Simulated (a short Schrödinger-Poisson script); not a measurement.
Structure: MOS inversion layer, SiO2 on p-type Si(100), at 300 K.

From the gate side: 2.7 nm SiO2; 410 nm Si, acceptors 1.1e18 cm⁻³.

The device is made up for the run: typed textbook-type constants, with dimensions and the other settings drawn at random. SiO2: permittivity 3.9, conduction-band edge (eV) 3.15, gap (eV) 9, electron mass (mₑ) 0.5. Si: permittivity 11.7, conduction-band edge (eV) 0, gap (eV) 1.124, Nv at 300 K (cm⁻³) 3.1e19.

Channel valleys (confinement mass, in-plane density-of-states mass, number): Δ2 0.916, 0.19, 2; Δ4 0.19, 0.417, 4. At the gate the conduction-band edge of layer 1 lies 3.5 eV − eVg above the Fermi level of the channel; the field vanishes at the back. Gaps are held at their typed values at every temperature. Mesh 0.03 nm at interfaces.

Solved with a short Schrödinger-Poisson script written for these runs: 1D Poisson equation in equilibrium, electrons quantum, Hartree (BenDaniel-Duke, 12 states a valley, the channel's in-plane mass for all, wave functions free to enter the dielectric), parabolic valleys, classical holes, full ionisation, no traps, pinning or gate leakage.

```csv
Vg (V),electrons (cm⁻²),C (μF/cm²),Δ2 E0 (meV from the Fermi level),Δ4 E0 (meV from the Fermi level)
0.7,1.60e9,0.260,212.6,273.9
0.8,2.78e10,0.338,138.2,201.2
0.9,2.33e11,0.680,82.4,147.1
1,6.86e11,0.899,53.1,119.6
1.1,1.25e12,0.988,36.0,104.3
1.2,1.87e12,1.03,24.1,94.0
1.3,2.51e12,1.06,14.8,86.4
1.4,3.17e12,1.08,7.1,80.3
1.5,3.85e12,1.09,0.4,75.2
1.6,4.52e12,1.10,-5.5,70.8
1.7,5.21e12,1.11,-11.0,66.9
1.8,5.90e12,1.11,-16.0,63.4
1.9,6.60e12,1.12,-20.6,60.2
2,7.29e12,1.12,-25.0,57.3
2.1,8.00e12,1.13,-29.2,54.5
2.2,8.70e12,1.13,-33.2,51.9
2.3,9.41e12,1.13,-37.1,49.4
```

Gate voltages with under 1e9 electrons/cm² are left out.

Question: At Vg = 2.3 V the lowest Δ2 subband lies at -37.1 meV from the Fermi level. How many electrons does it hold, and what share of all?

Answer: The two-dimensional density of states is g m/(πħ²) = 1.59e11 cm⁻² meV⁻¹ (both spins), kT = 25.9 meV, so n = D kT ln(1 + exp(−E/kT)) = 6.76e12 cm⁻², 0.72 of the 9.41e12 cm⁻² in all.

Question: Compare the slope of the sheet density between 2.1 and 2.3 V with the geometric capacitance of the layers between gate and channel.

Answer: q Δn/ΔV = 1.13 μF/cm²; ε0/Σ(t/ε) = 1.28 μF/cm². The ratio is 0.88: the channel acts as a further capacitance in series.
